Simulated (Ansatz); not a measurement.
## H2O on the 1x1 (10-10) surface of wurtzite AlN (cut with top plane Al + N), one in a 2x1 cell, started at the site 'bridge Al-Al-Al-N (span 3.1 Å)'

Host crystal: wurtzite AlN, with a band gap (PBE, scalar-relativistic without spin-orbit coupling).

Calculation: HSE06, at the PBE geometry (plane waves to 420 eV, PAW; Ansatz, a program for electronic structure).

Slab: 35 atoms, 8.9 Å thick at the start under the adsorbate (thin: gaps and levels are the slab's own); k 3x3x1, smearing 0.01 eV, dipole-corrected; single point; no symmetry held, on the structure that PBE left; no spin, no spin-orbit, no U, no dispersion correction. At the end it is bonded to Al + N. In PBE it is, or lies within 0.03 eV of, the lowest of the starts that converged; the order may differ at this level.

```yaml
energy of the end state, in which the adsorbate came apart, against H2O(g) at the same level: -3.01 eV
change_of_the_step_from_the_bottom_to_the_top_vacuum_level_against_the_clean_slab: -0.099 eV
height of the binding atom over the mean of the host atoms within 0.3 Å of the top one: 1.688 Å
note: in the relaxation the adsorbate left its starting site by 2.3 Å
cost: around 30 core-minutes (rough)
```

A negative adsorption energy means that the adsorbate is more stable on the surface than in its reference.
